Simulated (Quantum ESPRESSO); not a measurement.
Input and output of a self-consistent single point for La₂Zn₁₇ (R-3m, 19 atoms in the cell) (Quantum ESPRESSO).

Level of theory: PBEsol, GBRV 1.5 ultrasoft (PBESOL) pseudopotentials (plane waves; Quantum ESPRESSO).

```yaml
crystal:
  lattice:
    - [4.51478, 2.60661, 4.38702]
    - [-4.51478, 2.60661, 4.38702]
    - [0.00000, -5.21323, 4.38702]
  atoms:
    - { symbol: La, position: [0.66263, 0.66263, 0.66263] }
    - { symbol: La, position: [0.33737, 0.33737, 0.33737] }
    - { symbol: Zn, position: [0.34713, 0.34713, 0.84079] }
    - { symbol: Zn, position: [0.65287, 0.65287, 0.15921] }
    - { symbol: Zn, position: [0.84079, 0.34713, 0.34713] }
    - { symbol: Zn, position: [0.15921, 0.65287, 0.65287] }
    - { symbol: Zn, position: [0.34713, 0.84079, 0.34713] }
    - { symbol: Zn, position: [0.65287, 0.15921, 0.65287] }
    - { symbol: Zn, position: [0.09826, 0.09826, 0.09826] }
    - { symbol: Zn, position: [0.90174, 0.90174, 0.90174] }
    - { symbol: Zn, position: [0.00000, 0.00000, 0.50000] }
    - { symbol: Zn, position: [0.50000, 0.00000, 0.00000] }
    - { symbol: Zn, position: [0.00000, 0.50000, 0.00000] }
    - { symbol: Zn, position: [0.71083, 0.28917, 0.00000] }
    - { symbol: Zn, position: [0.28917, 0.71083, 0.00000] }
    - { symbol: Zn, position: [0.00000, 0.71083, 0.28917] }
    - { symbol: Zn, position: [0.00000, 0.28917, 0.71083] }
    - { symbol: Zn, position: [0.28917, 0.00000, 0.71083] }
    - { symbol: Zn, position: [0.71083, 0.00000, 0.28917] }
```

Reference input (self-consistent single point, DFT, PBEsol, plane waves, GBRV 1.5 ultrasoft (PBESOL) pseudopotentials): ecutwfc = 50 Ry; ecutrho = 250 Ry; occupations = smearing; smearing = cold; degauss = 0.0147 Ry; potentials = {La: la_pbesol_v1.uspp.F.UPF, Zn: zn_pbesol_v1.uspp.F.UPF}; K_POINTS = automatic 3 3 3 0 0 0; conv_thr = 1e-11 Ry. This run's input differs from it in these lines:

```diff
@@ -17,3 +17,3 @@
    smearing = 'cold',
-   degauss = 0.0147,
+   degauss = 0.02205,
 /
```

The program printed (abridged):

```
     Self-consistent Calculation

     iteration #  1     ecut=    50.00 Ry     beta= 0.70

---- Real-time Memory Report at c_bands before calling an iterative solver
          1287 MiB given to the printing process from OS
           448 MiB allocation reported by mallinfo(arena+hblkhd)
------------------

     Threshold (ethr) on eigenvalues was too large:
     Diagonalizing with lowered threshold

---- Real-time Memory Report at c_bands before calling an iterative solver
          1657 MiB given to the printing process from OS
           454 MiB allocation reported by mallinfo(arena+hblkhd)
------------------

   [... lines left out ...]
          1697 MiB given to the printing process from OS
           493 MiB allocation reported by mallinfo(arena+hblkhd)
------------------

     negative rho (up, down):  1.171E-01 0.000E+00

     total energy              =   -8045.86141236 Ry
     estimated scf accuracy    <          1.5E-10 Ry

     iteration # 16     ecut=    50.00 Ry     beta= 0.70

---- Real-time Memory Report at c_bands before calling an iterative solver
          1697 MiB given to the printing process from OS
           493 MiB allocation reported by mallinfo(arena+hblkhd)
------------------

     negative rho (up, down):  1.171E-01 0.000E+00
     End of self-consistent calculation

   [... 25 lines left out ...]

   [... 25 lines left out ...]

   [... 25 lines left out ...]

   [... 25 lines left out ...]

     the Fermi energy is    13.7168 ev

!    total energy              =   -8045.86141235 Ry
     estimated scf accuracy    <          5.9E-12 Ry
     smearing contrib. (-TS)   =       0.00233856 Ry
     internal energy E=F+TS    =   -8045.86375092 Ry

     convergence has been achieved in  16 iterations

     negative rho (up, down):  1.171E-01 0.000E+00

     Forces acting on atoms (cartesian axes, Ry/au):

     atom    1 type  1   force =     0.00000000    0.00000000    0.00641534
     atom    2 type  1   force =     0.00000000    0.00000000   -0.00641534
     atom    3 type  2   force =     0.00000000    0.00086616    0.00237542
   [... lines left out ...]
     Total force =     0.016748     Total SCF correction =     0.000008
   [... lines left out ...]

     negative rho (up, down):  1.171E-01 0.000E+00
          total   stress  (Ry/bohr**3)                   (kbar)     P=      -25.74
  -0.00018936  -0.00000000  -0.00000000          -27.86       -0.00       -0.00
   0.00000000  -0.00018936  -0.00000000            0.00      -27.86       -0.00
   0.00000000  -0.00000000  -0.00014613            0.00       -0.00      -21.50

   JOB DONE.
```

The run converged in 16 iterations. Against the reference run the free energy stays essentially unchanged (within 1 meV/atom), the pressure stays at -2.57 GPa and the largest force goes from 0.174 to 0.165 eV/Å.

The starting cell comes from a database of computed structures (which also holds hypothetical and non-ambient phases and stackings), without a prior relaxation at this level.

Cost on one core of a shared machine: roughly 10 min.
